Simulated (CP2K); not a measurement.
CP2K 2026.2, DFT, PBE, Gaussian and plane waves, DZVP-MOLOPT bases, GTH-PBE potentials: diamond-structure Ge (Ge36), 36 atoms. Basis and mesh were picked for this test and aren't claimed converged.

```text
&GLOBAL
  PROJECT run
  RUN_TYPE ENERGY_FORCE
  PRINT_LEVEL LOW
  &TIMINGS
    THRESHOLD 0.005
  &END TIMINGS
&END GLOBAL
&FORCE_EVAL
  METHOD Quickstep
  &DFT
    BASIS_SET_FILE_NAME BASIS_MOLOPT
    POTENTIAL_FILE_NAME GTH_POTENTIALS
    &QS
      METHOD GPW
      EPS_DEFAULT 1.0E-14
    &END QS
    &MGRID
      CUTOFF 280
      REL_CUTOFF 50
    &END MGRID
    &XC
      &XC_FUNCTIONAL PBE
      &END XC_FUNCTIONAL
    &END XC
    &SCF
      SCF_GUESS ATOMIC
      EPS_SCF 1.0E-6
      MAX_SCF 150
      &DIAGONALIZATION
        ALGORITHM STANDARD
      &END DIAGONALIZATION
      &MIXING
        METHOD BROYDEN_MIXING
        ALPHA 0.4
        NBUFFER 8
      &END MIXING
      ADDED_MOS 17
      &SMEAR ON
        METHOD FERMI_DIRAC
        ELECTRONIC_TEMPERATURE [K] 300
      &END SMEAR
    &END SCF
    &KPOINTS
      SCHEME MONKHORST-PACK 2 2 2
      GAMMA_CENTERED T
    &END KPOINTS
  &END DFT
  &SUBSYS
    &CELL
      A 12.00243050 0.00000000 0.00000000
      B 6.00121525 10.39440972 0.00000000
      C 4.00081017 2.30986883 6.53329565
    &END CELL
    &COORD
      SCALED
      Ge 0.00000000 0.00000000 0.00000000
      Ge 0.08333300 0.08333300 0.12500000
      Ge 0.00000000 0.00000000 0.50000000
      Ge 0.08333300 0.08333300 0.62500000
... (29 lines of coordinates left out) ...
      Ge 0.75000000 0.75000000 0.12500000
      Ge 0.66666700 0.66666700 0.50000000
      Ge 0.75000000 0.75000000 0.62500000
    &END COORD
    &KIND Ge
      ELEMENT Ge
      BASIS_SET DZVP-MOLOPT-SR-GTH-q4
      POTENTIAL GTH-PBE-q4
    &END KIND
  &END SUBSYS
  &PRINT
    &FORCES ON
      NDIGITS 10
    &END FORCES
  &END PRINT
&END FORCE_EVAL
```

```bash
OMP_NUM_THREADS=1 mpirun -np 24 cp2k.psmp -i run.inp
```

The program reports basis functions: 468.

Machine: one whole node, Intel Xeon 6 (Granite Rapids), 96 cores on 1 socket, 2 hardware threads a core, 3 L3 cache groups, 3 NUMA nodes.

On 24 ranks this takes 6.0 s. Wall times, medians of two to five repeats, each run alone on the node (launch to exit). Unless noted, each process is bound to its own block of adjacent cores. The build: conda-forge: MPICH, OpenMP, OpenBLAS, FFTW, ScaLAPACK, ELPA, COSMA, DBCSR on BLAS; another build can shift the numbers. Scratch files lie in a memory file system.

Q: What should be changed to get the same answer (within 1.0 meV/atom in energy, 10 meV/Å in forces (largest component)) sooner? Keep to 24 cores.

A: Several could match; the one computed here: going from QS/EPS_DEFAULT = 1e-14 to QS/EPS_DEFAULT = 1e-08, the fastest among the values tried that keep the result.

```diff
-      EPS_DEFAULT 1.0E-14
+      EPS_DEFAULT 1.0E-8
```

Time: 6.0 s to 3.9 s (1.5× as fast). The largest move is in integrating the potential on the grids (grid_integrate_task_list): 1.3 s to 0.40 s. These two results differ by: energy 0.0058 meV/atom, forces (largest component) 0.0019 meV/Å. Others tried: QS/EPS_DEFAULT = 1e-10 (4.5 s); QS/EPS_DEFAULT = 1e-12 (5.2 s). Launch, exit and the like take 1.2 s of the 3.9 s.
